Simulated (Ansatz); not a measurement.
## WC, response to strain

The parent structure is WC (space group P-6m2, No. 187; a = 2.913 Å, c = 2.836 Å; relaxed with 0.1 eV smearing). Axes: x lies along a and z along c of the hexagonal cell.

Strains are applied to the cell and any free atomic positions relax; under biaxial strain the out-of-plane vector relaxes too.

The values are results of Ansatz (a first-principles code), r2SCAN, PAW, cutoff 500 eV, no spin-orbit coupling, earlier PAW set, not measurements.

Notes on the quantities. pressure: mean of the normal stresses, compression positive.

```json
[
 {"variant": "base", "pressure": "0.0 GPa", "shortest interatomic distance": "2.200 Å", "space group": "P-6m2 (No. 187)"},
 {"variant": "biaxial strain −2.47 %, plane normal [001], relaxed out of plane", "pressure": "16.8 GPa", "shortest interatomic distance": "2.177 Å", "space group": "P-6m2 (No. 187)"},
 {"variant": "biaxial strain −0.91 %, plane normal [001], relaxed out of plane", "pressure": "5.8 GPa", "shortest interatomic distance": "2.191 Å", "space group": "P-6m2 (No. 187)"},
 {"variant": "biaxial strain +0.79 %, plane normal [001], relaxed out of plane", "pressure": "(withheld)", "shortest interatomic distance": "(withheld)", "space group": "P-6m2 (No. 187)"},
 {"variant": "biaxial strain +3.71 %, plane normal [001], relaxed out of plane", "pressure": "-19.2 GPa", "shortest interatomic distance": "2.237 Å", "space group": "P-6m2 (No. 187)"},
 {"variant": "isotropic strain +1.33 %", "pressure": "-14.8 GPa", "shortest interatomic distance": "2.229 Å", "space group": "P-6m2 (No. 187)"},
 {"variant": "isotropic strain +2.09 %", "pressure": "-22.1 GPa", "shortest interatomic distance": "2.246 Å", "space group": "P-6m2 (No. 187)"},
 {"variant": "uniaxial strain ε_yy = −3.01 %", "pressure": "12.7 GPa", "shortest interatomic distance": "2.169 Å", "space group": "Amm2 (No. 38)"},
 {"variant": "tensor shear ε_xy = +2.23 %", "pressure": "0.4 GPa", "shortest interatomic distance": "2.184 Å", "space group": "Pm (No. 6)"},
 {"variant": "tensor shear ε_xz = +0.22 %", "pressure": "0.0 GPa", "shortest interatomic distance": "2.196 Å", "space group": "C2 (No. 5)"}
]
```

Task: What belongs in the blanks?

Result: 
- biaxial strain +0.79 %, plane normal [001], relaxed out of plane, pressure: -4.7 GPa
- biaxial strain +0.79 %, plane normal [001], relaxed out of plane, shortest interatomic distance: 2.208 Å

Stability against distortions was not tested. All final runs are without spin polarisation.
